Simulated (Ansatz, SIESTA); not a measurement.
# Na2AlGe2 (P4/mmm, 5 atoms in the cell) computed with different codes at matched settings

Self-consistent single point.

```
CELL_PARAMETERS angstrom
      2.93429     0.00000     0.00000
      0.00000     2.93429     0.00000
      0.00000     0.00000    14.29703
ATOMIC_POSITIONS crystal
  Na 0.50000 0.50000 0.61045
  Na 0.50000 0.50000 0.38955
  Al 0.50000 0.50000 0.00000
  Ge 0.50000 0.50000 0.18303
  Ge 0.50000 0.50000 0.81697
```

Shared settings, as Ansatz (a program for electronic structure) writes them: kpoints.mp_grid.grid = 8 8 2; magnetization.spin_orbit = true; scf.occupations.method = gaussian; scf.occupations.width = 0.05 eV. Potentials and cutoffs stand in the table.

```
code                                                                                                                                                               model  pressure (GPa)  largest force (eV/Å)       cutoff
------  ----------------------------------------------------------------------------------------------------------------------------------------------------------------  --------------  --------------------  -----------
Ansatz                                                                                                          PBEsol with spin-orbit coupling, PAW files made with PBE           -2.30                 0.234       420 eV
SIESTA  GGA PBEsol with spin-orbit coupling, numerical atomic orbitals DZP, PseudoDojo PBEsol fully relativistic norm-conserving potentials (rewritten from UPF to PSML)               –                 0.154  grid 400 Ry
```

Size of the force on each atom (eV/Å): Sizes of forces hide their directions.

```csv
code,Na1,Na2,Al3,Ge4,Ge5
Ansatz,0.122,0.122,0.000,0.234,0.234
SIESTA,0.094,0.094,0.000,0.154,0.154
```

A dash marks a value that a program does not give, or that is left out as unsure.

The spread over the programs that give each value: largest force within 0.080 eV/Å.

SIESTA uses small atom-centred bases, whose incompleteness enters pressures, forces and empty levels differently from a plane-wave cutoff.

The starting cell comes from a database of computed structures (which also holds hypothetical and non-ambient phases and stackings), without a prior relaxation at this level. Its lattice was rescaled by a random factor within 2.5 % of one.

Left out of this page: Elk (not drawn, or without a comparable value).

Keys are those of Ansatz 0.2.
